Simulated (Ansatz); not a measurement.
The parent structure is ZnSnAs₂ in the chalcopyrite structure (space group I-42d, No. 122; a = 5.839 Å, c = 11.737 Å). Axes: x, y, z lie along a, b, c of the conventional cell.

The values are results of DFT with PBEsol, PAW potentials and a 420 eV plane-wave cutoff in Ansatz (an electronic-structure program), no spin-orbit coupling, not measurements.

For the base:

```
Item                             Value
-----------------------------  -------
Shortest interatomic distance  2.449 Å
Pressure                       0.0 GPa
Band gap                          zero
```

One thing is altered: uniaxial strain ε_zz = +1.50 %, all other strain components held at zero, atoms relaxed at fixed cell.

Problem. Predict the new shortest interatomic distance, energy relative to the base, pressure and band gap.

Solution. The shortest interatomic distance goes up by 0.013 Å, from 2.449 Å to 2.462 Å; the energy grows by 1.6 meV/atom; the pressure (mean of the normal stresses, compression positive) goes from zero to -0.9 GPa; the band gap remains zero.

A case with no gap was solved on a k-mesh chosen for an insulator, which is coarse for it. Whether these cells are dynamically stable was not tested. The final runs are not spin-polarised. A zero or small gap of ZnSnAs2 can be the functional's error rather than a property of the material.
